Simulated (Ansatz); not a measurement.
**A computed series for Mg2Sn: response to strain**

Start from Mg2Sn (space group Fm-3m, No. 225; relaxed with 0.1 eV smearing).

```xyz
3
Lattice="0.0000 3.3736 3.3736 3.3736 0.0000 3.3736 3.3736 3.3736 0.0000" Properties=species:S:1:pos:R:3 pbc="T T T"
Mg     1.6868     1.6868     1.6868
Mg     5.0603     5.0603     5.0603
Sn     0.0000     0.0000     0.0000
```

Cartesian axes are those of the cell as printed.

Strains are applied to the cell and any free atomic positions relax; under biaxial strain the out-of-plane vector relaxes too.

Method: Kohn–Sham DFT with the PBEsol functional, run in Ansatz (a first-principles code) with PAW and 420 eV plane waves, scalar-relativistic without spin-orbit coupling.

| biaxial strain, plane normal [111], relaxed out of plane (%) | out-of-plane strain (%) |
|---|---|
| 0 | 0.00 |
| 0.42 | -0.24 |
| 0.83 | ? |
| 1.25 | -0.67 |
| 1.67 | -0.88 |
| 2.08 | -1.09 |
| 2.5 | -1.31 |

**Question.** Fit ε⊥ = −νε + γε² (strains in %) to the rows shown and predict the withheld row.

**Answer.** Least squares on the printed values gives ν = 0.55 (the biaxial Poisson response) and γ = 0.010 (largest residual 0.01 %); this predicts -0.45 %, and the run gives -0.46 %, in agreement.

Whether these cells are dynamically stable was not tested.
